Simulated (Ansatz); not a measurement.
Seebeck coefficient (μV/K, mean over directions) of p-type TiO₂ (P4_2/mnm) against carrier density, PBEsol with spin-orbit coupling, rigid bands (Ansatz, a quantum-chemistry and plane-wave program). Computed gap 1.87 eV; densities at which minority carriers matter at this gap, or further valleys turn the trend, are left out. Conductivity mass 2.2 mₑ (harmonic mean over directions), N_v = 1.1e20 cm⁻³ at 300 K.

```json
[
 {"hole density": "1e16 cm⁻³", "300 K": "1007", "500 K": "1064"},
 {"hole density": "1e17 cm⁻³", "300 K": "808", "500 K": "866"},
 {"hole density": "1e18 cm⁻³", "300 K": "610", "500 K": "667"},
 {"hole density": "3e18 cm⁻³", "300 K": "515", "500 K": "573"},
 {"hole density": "1e19 cm⁻³", "300 K": "412", "500 K": "469"},
 {"hole density": "3e19 cm⁻³", "300 K": "318", "500 K": "375"},
 {"hole density": "1e20 cm⁻³", "300 K": "___", "500 K": "272"},
 {"hole density": "3e20 cm⁻³", "300 K": "___", "500 K": "___"},
 {"hole density": "1e21 cm⁻³", "300 K": "62", "500 K": "98"}
]
```

Task: Some entries are withheld; supply them.

Result: 
- 1e20 cm⁻³, 300 K: 217
- 3e20 cm⁻³, 300 K: 132
- 3e20 cm⁻³, 500 K: 183

Rigid bands with a gap fixed in temperature, one relaxation time for all states, no polarons or phonon drag, and whether or not such doping can be reached.
